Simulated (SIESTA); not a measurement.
Band structure of CuI₂ (P4/mmm, 3 atoms in the cell).

```
CuI2
1.0
    5.07453     0.00000     0.00000
    0.00000     5.07453     0.00000
    0.00000     0.00000     4.43420
Cu I
1 2
Direct
  0.00000   0.00000   0.00000
  0.00000   0.50000   0.00000
  0.50000   0.00000   0.00000
```

Computed with GGA PBEsol, numerical atomic orbitals DZP, PseudoDojo PBEsol standard norm-conserving potentials (rewritten from UPF to PSML) run with SIESTA.

Settings: XC.functional = GGA; XC.authors = PBEsol; potentials = PseudoDojo PBEsol standard; PAO.BasisSize = DZP; PAO.EnergyShift = 0.01 Ry; MeshCutoff = 400 Ry; kgrid.MonkhorstPack = 7 7 8; OccupationFunction = MP; OccupationMPOrder = 0; ElectronicTemperature = 272 meV; MaxSCFIterations = 150; SCF.Mixer.Method = Pulay; SCF.Mixer.Weight = 0.25; SCF.Mixer.History = 6.

The starting cell comes from a database of computed structures (which also holds hypothetical and non-ambient phases and stackings), without a prior relaxation at this level. Its lattice was rescaled by a random factor within 2.5 % of one. Spin-orbit coupling is off. Spin polarisation is off; with an odd number of electrons in the cell that forces a metal, and a magnetic state may lie lower. Values carry the incompleteness of an atom-centred basis.

Levels in eV from the Fermi level, bands 14 to 19:
```
point     14     15     16     17    18    19
-----  -----  -----  -----  -----  ----  ----
Γ      -1.86  -0.49  -0.49  -0.38  1.10  7.59
X      -1.66  -1.23  -1.05  -0.48  5.34  6.61
M      -0.45  -0.45   0.64   1.56  4.79  6.25
Z      -2.07  -1.31  -0.40  -0.40  1.84  5.70
R      -1.71  -1.41  -1.17  -0.98  4.00  6.40
A      -1.14  -1.14   0.72   1.63  2.16  6.65
```

Bands cross the Fermi level along this path, so the cell is metallic at this level.

Higher empty bands are left out: an atom-centred basis made for the valence describes them poorly.
